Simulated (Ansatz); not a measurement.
Ansatz (an electronic-structure program) run on TiSi₂ (Fddd, 6 atoms in the cell): self-consistent single point.

Method of the run: PBE (plane waves, PAW; Ansatz).

```xyz
6
Lattice="0.0000 4.1459 4.2923 2.4060 0.0000 4.2923 2.4060 4.1459 0.0000" Properties=species:S:1:pos:R:3 pbc="T T T"
Ti     2.4060     4.1459     4.2923
Ti     3.6090     6.2189     6.4385
Si     2.4060     6.9438     4.2923
Si     2.4060     1.3480     4.2923
Si     1.2030     3.4210     2.1462
Si     1.2030     0.7250     2.1462
```

Reference input (self-consistent single point, DFT, PBE, plane waves, default PAW files): kpoints.mp_grid.grid = 7 7 7; hamiltonian.xc = pbe; hamiltonian.pseudopotentials = {kind: paw} (the program's default PAW files); scf.occupations.method = gaussian; scf.occupations.width = 0.02 Ry. This run's input differs from it in these lines:

Ansatz 0.2 input:
```diff
@@ -15,3 +15,3 @@
   mp_grid:
-    grid: [7, 7, 7]
+    grid: [4, 4, 4]
 hamiltonian:
```

Log, with long lists cut:

```
SCF iter   1: F=—  HF=-7546.014517 eV  |F-HF|=—  |Δ(HF+E_count)|=         —  Δρ=4.79e-3  dr2=3.23e-2  ethr=1.77e-3  ⟨swp⟩=5.5  Hψ=2158  notcnv=0
all-band conjugate gradients solve this SCF's bands
preconditioner: auto → Kerker (q_TF=auto, 2.403 Å⁻¹)
SCF iter   2: F=—  HF=-7546.010425 eV  |F-HF|=—  |Δ(HF+E_count)|=   4.09e-3  Δρ=2.18e-3  dr2=6.18e-3  ethr=8.08e-5  ⟨swp⟩=1.2  Hψ=617  notcnv=0
SCF iter   3: F=—  HF=-7546.009555 eV  |F-HF|=—  |Δ(HF+E_count)|=   8.70e-4  Δρ=6.49e-4  dr2=5.60e-4  ethr=1.54e-5  ⟨swp⟩=2.4  Hψ=644  notcnv=0
SCF iter   4: F=—  HF=-7546.009446 eV  |F-HF|=—  |Δ(HF+E_count)|=   1.09e-4  Δρ=1.21e-4  dr2=1.25e-5  ethr=1.40e-6  ⟨swp⟩=2.0  Hψ=669  notcnv=0
SCF iter   5: F=—  HF=-7546.009442 eV  |F-HF|=—  |Δ(HF+E_count)|=   4.08e-6  Δρ=2.13e-5  dr2=2.84e-7  ethr=3.12e-8  ⟨swp⟩=2.2  Hψ=643  notcnv=0
SCF iter   6: F=-7546.009442 eV  HF=-7546.009442 eV  |F-HF|=3.22e-9  |Δ(HF+E_count)|=   2.95e-8  Δρ=3.10e-6  dr2=7.34e-9  ethr=2.50e-10  ⟨swp⟩=6.6  Hψ=1991  notcnv=0
SCF 1 converged in 6 iterations: F = -7546.009442 eV  dr2 = 7.34e-9
Free energy (F): -7546.009442 eV
Internal energy: -7545.941668 eV  (E = F + TS)
E sigma→0 (E₀):  -7545.975555 eV
Entropy (-TS):   -0.067774 eV (-11.296 meV/atom)
Fermi energy:    12.432984 eV
--- Forces (eV/Å), atoms counted from 1 ---
  atom   1  Ti     0.00000000    -0.00000000    -0.00000000
  atom   2  Ti     0.00000000     0.00000000     0.00000000
  atom   3  Si     0.00000000    -0.07752684     0.00000000
  atom   4  Si     0.00000000     0.07752684     0.00000000
  atom   5  Si     0.00000000     0.07752684    -0.00000000
  atom   6  Si     0.00000000    -0.07752684    -0.00000000
--- Stress (GPa, compression-positive) ---
       -0.615533      -0.000000      -0.000000
       -0.000000      -0.428846       0.000000
       -0.000000       0.000000      -1.871005
  P = ⅓ Tr σ = -0.9718 GPa (-9.718 kbar)
  The stress holds the Pulay correction. Without it, at fixed plane waves, as pw.x and ABINIT print it: P = -1.0008 GPa
```

The run converged in 6 iterations. Against the reference run the free energy goes down by 9.0 meV/atom, the pressure goes from -0.86 to -0.97 GPa and the largest force goes from 0.004 to 0.078 eV/Å.

The starting cell comes from a database of computed structures (which also holds hypothetical and non-ambient phases and stackings), without a prior relaxation at this level. Its lattice was rescaled by a random factor within 2.5 % of one. Spin polarisation is off. Ansatz's pressure includes its estimate of the finite-basis (Pulay) stress.
